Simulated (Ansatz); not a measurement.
Take SiO₂ in the rutile structure (space group P4_2/mnm, No. 136; a = 4.236 Å, c = 2.690 Å) as the base.

The values are results of plane-wave PAW DFT at the PBE level (Ansatz, a quantum-chemistry and plane-wave program, 420 eV), scalar-relativistic without spin-orbit coupling, earlier PAW set, not measurements.

The change: Pb takes the place of Si on all its sites; the structure is relaxed again.

Measured lattice parameter a: SiO2 4.179 Å (room temperature; as listed in Zenji Hiroi, Progress in Solid State Chemistry (2015)); PbO2 4.9578 Å (room temperature; as listed in Zenji Hiroi, Progress in Solid State Chemistry (2015)).

Question: How well does PBE reproduce the measured shift?

Answer: With PBE the lattice parameter a moves by +0.846 Å (4.236 → 5.082) against +0.779 Å measured.

Stability against distortions was not tested. All final runs are without spin polarisation.
